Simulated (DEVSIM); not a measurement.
Structure: GaAs n-i-p diode, at 250 K.

```tsv
layer (left to right)	material	thickness (μm)	Nd (cm⁻³)	Na (cm⁻³)	τn (s)	τp (s)
1	GaAs	0.210	1.7e17	-	5.4e-8	5.4e-8
2	GaAs	1.30	-	4.4e13	5.4e-8	5.4e-8
3	GaAs	2.10	-	6.6e17	5.4e-8	5.4e-8
```

Left contact: ohmic. Right contact: ohmic. Voltage is applied to the left contact. Recombination: SRH at mid-gap, Auger. Mobility is constant in doping.

Constants are typed, rounded textbook-type inputs, not results; the design itself was drawn at random and stands for no fabricated device. Values at 300 K; Nc and Nv go as T^1.5, mobilities as T to minus their exponent, the gap by Varshni's rule with the affinity fixed.

```csv
parameter,GaAs
gap (eV),1.424
affinity (eV),4.07
permittivity,12.9
Nc (cm⁻³),4.7e17
Nv (cm⁻³),9e18
μn (cm²/Vs),8500
μp (cm²/Vs),400
T exponent of μn,2.1
T exponent of μp,2.2
Cn (cm⁶/s),1e-30
Cp (cm⁶/s),1e-30
Varshni α (eV/K),0.000541
Varshni β (K),204
```

DEVSIM, 1D drift-diffusion, Boltzmann statistics, complete ionisation; no tunnelling, impact ionisation, image-force lowering or self-heating.

Task: Tabulate band edges, carrier densities and field at 5.0 V on the left contact.

Result: Energies count from the Fermi level of the right contact; mesh points crowd at the junctions.

```csv
x (μm),Ec (eV),Ev (eV),n (cm⁻³),p (cm⁻³),field (V/cm)
0.000,-4.984,-6.430,1.7e17,< 1e2,≈ 0
0.02735,-4.984,-6.430,1.7e17,< 1e2,≈ 0
0.07507,-4.984,-6.430,1.7e17,< 1e2,≈ 0
0.1477,-4.984,-6.430,1.7e17,< 1e2,190
0.1999,-4.950,-6.396,3.5e16,< 1e2,28000
0.2235,-4.845,-6.291,2.7e14,< 1e2,49000
0.2661,-4.637,-6.084,1.8e10,< 1e2,49000
0.4193,-3.894,-5.340,< 1e2,< 1e2,49000
0.6791,-2.635,-4.082,< 1e2,< 1e2,48000
1.114,-0.540,-1.986,< 1e2,< 1e2,48000
1.343,0.561,-0.886,< 1e2,< 1e2,48000
1.466,1.149,-0.297,< 1e2,7.1e12,48000
1.502,1.324,-0.122,< 1e2,2.3e16,49000
1.527,1.395,-0.052,< 1e2,6.2e17,2600
1.602,1.396,-0.050,< 1e2,6.6e17,≈ 0
1.744,1.396,-0.050,< 1e2,6.6e17,≈ 0
2.059,1.396,-0.050,< 1e2,6.6e17,≈ 0
2.681,1.396,-0.050,< 1e2,6.6e17,≈ 0
3.296,1.396,-0.050,< 1e2,6.6e17,≈ 0
3.482,1.396,-0.050,< 1e2,6.6e17,≈ 0
3.566,1.396,-0.050,< 1e2,6.6e17,≈ 0
3.610,1.396,-0.050,< 1e2,6.6e17,≈ 0
```
